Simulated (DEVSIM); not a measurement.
System: Co/AlN/n-Ge capacitor, at 300 K.

Layer 1 from the left is AlN, thickness (nm) 18.0. Layer 2 from the left is Ge, thickness (nm) 1000, Nd (cm⁻³) 3.4e17.

Metal gate on the left, work function 5 eV. Fixed charge at the semiconductor interface 0 cm⁻² (in units of +e); interface traps 3e11 cm⁻² eV⁻¹, uniform in energy, neutral level at 0.7 of the gap above the valence band.

Constants are typed, rounded textbook-type inputs, not results; the design itself was drawn at random and stands for no fabricated device. Values at 300 K.

AlN: gap (eV) 6.1, affinity (eV) 1.9, permittivity 8.5. Ge: gap (eV) 0.664, affinity (eV) 4, permittivity 16, Nc (cm⁻³) 1.04e19, Nv (cm⁻³) 6e18.

DEVSIM, 1D Poisson equation in equilibrium, Boltzmann statistics, complete ionisation; no quantum confinement or tunnelling. Metal contacts follow the ideal Schottky-Mott rule: no Fermi-level pinning, no interface dipoles.

### Question
What does the simulation give for the flat-band voltage, the minimum of the low-frequency capacitance, the threshold voltage (band bending 2φF)?

### Answer
flat-band voltage 0.92 V; minimum of the low-frequency capacitance 0.198 μF/cm²; threshold voltage (band bending 2φF) -0.30 V.
